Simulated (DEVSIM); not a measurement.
Device: Cr/La2O3/p-Si capacitor, at 300 K.

Layer 1 from the left is La2O3, thickness (nm) 5.70. Layer 2 from the left is Si, thickness (nm) 7800, Na (cm⁻³) 5.4e15.

Metal gate on the left, work function 4.5 eV. Fixed charge at the semiconductor interface -5.7e10 cm⁻² (in units of +e); interface traps 1e10 cm⁻² eV⁻¹, uniform in energy, neutral level at 0.7 of the gap above the valence band.

The device is made up for the run: typed textbook-type constants, with dimensions and the other settings drawn at random. Values at 300 K.

La2O3: gap (eV) 5.8, affinity (eV) 1.8, permittivity 27. Si: gap (eV) 1.124, affinity (eV) 4.05, permittivity 11.7, Nc (cm⁻³) 2.86e19, Nv (cm⁻³) 3.1e19.

Simulated with DEVSIM: 1D Poisson equation in equilibrium, Boltzmann statistics, complete ionisation; no quantum confinement or tunnelling. Metal contacts follow the ideal Schottky-Mott rule: no Fermi-level pinning, no interface dipoles.

### Question
What does the simulation give for the minimum of the low-frequency capacitance, the flat-band voltage, the threshold voltage (band bending 2φF)?

### Answer
minimum of the low-frequency capacitance 0.0310 μF/cm²; flat-band voltage -0.45 V; threshold voltage (band bending 2φF) 0.24 V.
